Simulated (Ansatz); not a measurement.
Start from K2S in the anti-fluorite structure (space group Fm-3m, No. 225).

```
K2S
1.0
    0.00000     3.66799     3.66799
    3.66799     0.00000     3.66799
    3.66799     3.66799     0.00000
K S
2 1
Direct
  0.25000   0.25000   0.25000
  0.75000   0.75000   0.75000
  0.00000   0.00000   0.00000
```

All numbers come from Ansatz (a quantum-chemistry and plane-wave program), PBEsol, PAW, cutoff 420 eV, no spin-orbit coupling.

Before the change:

| Quantity | Result |
|---|---|
| Electron mass | 0.35 mₑ (at Γ) |
| Band gap | 2.35 eV |

The change: cell and atoms relaxed at a pressure of 10 GPa.

### Question
What happens to the electron mass?

### Answer
The electron mass becomes 0.36 mₑ (at Γ) (base: 0.35 mₑ (at Γ)).

### Question
What does the calculation give for the band gap after the change?

### Answer
The band gap increases by 0.66 eV to 3.01 eV.

Load acts through the strain it causes; cell and atoms are relaxed under it. Effective masses come from finite differences of ±0.01 Å⁻¹. Stability against distortions was not tested. Competing high-pressure phases were not computed.
